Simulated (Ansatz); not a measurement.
# Pressure series in hypothetical diamond Pd

Base system: Pd in the diamond structure (space group Fd-3m, No. 227; a = 5.809 Å; a hypothetical phase, not in the database extracts checked).

Cell and atoms are relaxed at each pressure.

The values are results of Kohn–Sham DFT with the PBE functional, run in Ansatz (a program for electronic structure) with PAW and 420 eV plane waves, scalar-relativistic without spin-orbit coupling, not measurements.

Notes on the quantities. enthalpy: H = E + PV relative to the base's energy.

```csv
change,lattice parameter a,enthalpy
base,5.809 Å,–
pressure −2 GPa,5.874 Å,-0.31 eV/atom
pressure −1 GPa,5.840 Å,-0.15 eV/atom
pressure 0.3 GPa,5.800 Å,+0.05 eV/atom
pressure 0.7 GPa,5.789 Å,+0.11 eV/atom
pressure 1.5 GPa,5.768 Å,+0.23 eV/atom
pressure 3 GPa,5.730 Å,+0.45 eV/atom
pressure 5 GPa,5.687 Å,+0.74 eV/atom
pressure 7.5 GPa,5.638 Å,+1.09 eV/atom
pressure 10 GPa,5.596 Å,+1.44 eV/atom
```

Load acts through the strain it causes; cell and atoms are relaxed under it. Whether these cells are dynamically stable was not tested. Competing high-pressure phases were not computed. The final runs are not spin-polarised. Pd lies near a magnetic instability that expansion can trigger; it was not tested. Pd has a high density of states at the Fermi level and may be magnetic at this level.
